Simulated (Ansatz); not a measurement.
Si, cell Si64, first heated far above this temperature, then brought to it [in the run: it was liquid; mean temperature 1846 K (target 1820 K); density 2.46 g/cm³; mean pressure 0.4 GPa against a target of 0; one k-point, which a denser mesh shifts by 0.2 GPa in pressure and 0.10 eV/Å in forces].  Bonds are counted up to Si-Si 3.10 Å.

**Question.** What distribution of Si-Si-Si angles does r2SCAN in Ansatz (an electronic-structure program) give?

**Answer.** mean 100°, standard deviation 31°.
(angle (°), p (1/°)): (1.5, 0.0000); (4.5, 0.0000); (7.5, 0.0000); (10.5, 0.0000); (13.5, 0.0000); (16.5, 0.0000); (19.5, 0.0000); (22.5, 0.0000); (25.5, 0.0000); (28.5, 0.0000); (31.5, 0.0000); (34.5, 0.0000); (37.5, 0.0000); (40.5, 0.0001); (43.5, 0.0009); (46.5, 0.0040); (49.5, 0.0073); (52.5, 0.0094); (55.5, 0.0098); (58.5, 0.0093); (61.5, 0.0086); (64.5, 0.0082); (67.5, 0.0080); (70.5, 0.0080); (73.5, 0.0088); (76.5, 0.0095); (79.5, 0.0098); (82.5, 0.0106); (85.5, 0.0107); (88.5, 0.0115); (91.5, 0.0117); (94.5, 0.0119); (97.5, 0.0120); (100.5, 0.0117); (103.5, 0.0114); (106.5, 0.0112); (109.5, 0.0104); (112.5, 0.0098); (115.5, 0.0095); (118.5, 0.0090); (121.5, 0.0084); (124.5, 0.0081); (127.5, 0.0077); (130.5, 0.0071); (133.5, 0.0069); (136.5, 0.0062); (139.5, 0.0061); (142.5, 0.0057); (145.5, 0.0053); (148.5, 0.0048); (151.5, 0.0045); (154.5, 0.0042); (157.5, 0.0036); (160.5, 0.0032); (163.5, 0.0027); (166.5, 0.0022); (169.5, 0.0017); (172.5, 0.0012); (175.5, 0.0008); (178.5, 0.0003)
